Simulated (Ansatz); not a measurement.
We look at the formation energy of H_i in Rh (fcc, Fm-3m). Reaction: 64 Rh (fcc) + 1/2 H2 (gas) → cell A.

Cell A: a supercell of 64 sites of Rh (fcc, Fm-3m) with H off the lattice sites (6 Rh at 1.95 Å); spin state with PBE: run without spin, k-point mesh 4×4×4.
```xyz
65
Lattice="10.8383 0.0000 0.0000 5.4192 9.3863 0.0000 5.4192 3.1288 8.8494" Properties=species:S:1:pos:R:3 pbc="T T T"
Rh     0.0000     0.0011     0.0008
Rh     1.3539     0.7827     2.2116
Rh     2.7080     1.5670     4.4247
Rh     4.0628     2.3492     6.6371
Rh     1.3539     2.3460     0.0008
Rh     2.7089     3.1283     2.2121
Rh     4.0647     3.9111     4.4245
Rh     5.4192     4.6931     6.6379
Rh     2.7080     4.6940     0.0025
Rh     4.0647     5.4751     2.2126
Rh     5.4192     6.2572     4.4245
Rh     6.7709     7.0397     6.6371
Rh     4.0628     7.0406     0.0025
Rh     5.4192     7.8227     2.2121
Rh     6.7709     8.6041     4.4247
Rh     8.1171     9.3930     6.6418
Rh     2.7089     0.0004     0.0003
Rh     4.0644     0.7840     2.2098
Rh     5.4192     1.5778     4.4200
Rh     6.7755     2.3492     6.6371
Rh     4.0644     2.3448     0.0025
Rh     5.4192     3.1291     2.2126
Rh     6.7737     3.9111     4.4245
Rh     8.1272     4.6905     6.6371
Rh     5.4192     4.6931     0.0143
Rh     6.7737     5.4751     2.2126
Rh     8.1171     6.2508     4.4200
Rh     9.4580     7.0250     6.6579
Rh     6.7755     7.0406     0.0025
Rh     8.1272     7.8210     2.2098
Rh     9.4580     8.6188     4.4039
Rh    10.8383     9.4157     6.6579
Rh     5.4192    -0.0003    -0.0002
Rh     6.7740     0.7840     2.2098
Rh     8.1303     1.5670     4.4247
Rh     9.4838     2.3464     6.6373
Rh     6.7740     2.3448     0.0025
Rh     8.1294     3.1283     2.2121
Rh     9.4820     3.9083     4.4247
Rh    10.8383     4.6797     6.6418
Rh     8.1303     4.6940     0.0025
Rh     9.4820     5.4744     2.2098
Rh    10.8383     6.2281     4.4039
Rh    12.2186     7.0250     6.6579
Rh     9.4838     7.0399    -0.0002
Rh    10.8383     7.8219     2.1981
Rh    12.2186     8.6188     4.4039
Rh    13.5596     9.3930     6.6418
Rh     8.1294     0.0004     0.0003
Rh     9.4845     0.7827     2.2116
Rh    10.8383     1.5644     4.4239
Rh    12.1928     2.3464     6.6373
Rh     9.4845     2.3460     0.0008
Rh    10.8383     3.1277     2.2116
Rh    12.1946     3.9083     4.4247
Rh    13.5494     4.6905     6.6371
Rh    10.8383     4.6923     0.0003
Rh    12.1946     5.4744     2.2098
Rh    13.5596     6.2508     4.4200
Rh    14.9058     7.0397     6.6371
Rh    12.1928     7.0399    -0.0002
Rh    13.5494     7.8210     2.2098
Rh    14.9058     8.6041     4.4247
Rh    16.2575     9.3866     6.6373
H     10.8383     7.8219     5.5309
```

Reference: Rh (fcc, Fm-3m), 64 atoms in the cell, the relaxed perfect crystal repeated, atoms not moved again; spin state with PBE: run without spin, k-point mesh 4×4×4 on the run's own vectors.

Reference: an isolated H2 molecule (singlet) in a box of 11 × 11 × 13 Å.

All numbers come from Ansatz (a program for electronic structure), plane waves with PAW, its default PAW set, cutoff 420 eV, 500 eV for r2SCAN. The structures are at rest with PBE, within the held lattices; other levels are single points on them. Neutral cells; Fermi-Dirac smearing of at most 0.10 eV in the solids, energies taken to zero width. The lattices are those relaxed with PBE, so at other levels the solids can be strained, which adds to the spread. Larger cells are relaxed from a start prepared with the learned potential CHGNet, on a coarser mesh till forces fall under 0.03 eV/Å, which some starts already meet. A dispersion term (D3(BJ), or D4 for r2SCAN) was computed beside these levels and is taken off wherever the name lacks it. Static lattices, no vibrational contributions. No structure search was made; lower ones may exist. Values are for these cell sizes. Mesh and cell size may move defect energies by 0.1 eV or more. Cell A has symmetry Fm-3m within 0.02 Å and got no random move, so less symmetric positions, which may lie lower, weren't tried.

Q: What is the computed value (PBE)?

A: 0.24 eV, for 64 Rh (fcc) + 1/2 H2 (gas) → cell A.

Q: How does the value move with the functional?

A: 
| Method | value (eV) | less PBE |
|---|---|---|
| r2SCAN | 0.17 | -0.07 |

The levels shown span 0.07 eV, from r2SCAN (0.17) to PBE (0.24).
